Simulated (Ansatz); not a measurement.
The starting structures come from a database of crystals and need not be the phases stable at ambient conditions.

Tunnelling through a barrier is set by its complex band structure: the current falls as exp(−2κd) with the smallest κ.

Given:

```yaml
crystal:
  lattice:
    - [4.28044, 0.00000, 0.00000]
    - [0.00000, 7.11711, 0.00000]
    - [2.14022, -0.63770, 7.10201]
  atoms:
    - { symbol: K, position: [0.36826, 0.62790, 0.26348] }
    - { symbol: K, position: [0.63174, 0.37210, 0.73652] }
    - { symbol: Sb, position: [0.68621, 0.87106, 0.62758] }
    - { symbol: Sb, position: [0.31379, 0.12894, 0.37242] }
    - { symbol: Sb, position: [0.94570, 0.18136, 0.10860] }
    - { symbol: Sb, position: [0.05430, 0.81864, 0.89140] }
```

The cell is taken as given.

Transport runs along the normal of the first two printed cell vectors.

The gap is the functional's own, uncorrected, and κ follows it; spin-orbit coupling is left out. Mid-gap means the computed energy nearest the middle.

**Question.** Estimate the band gap and the smallest decay constant κ at mid-gap that r2SCAN (Ansatz, a program for electronic structure) returns for this system.

**Answer.** Gap 0.50 eV on a 8×4×8 mesh; κ = 0.107 1/Å, at the zone centre.
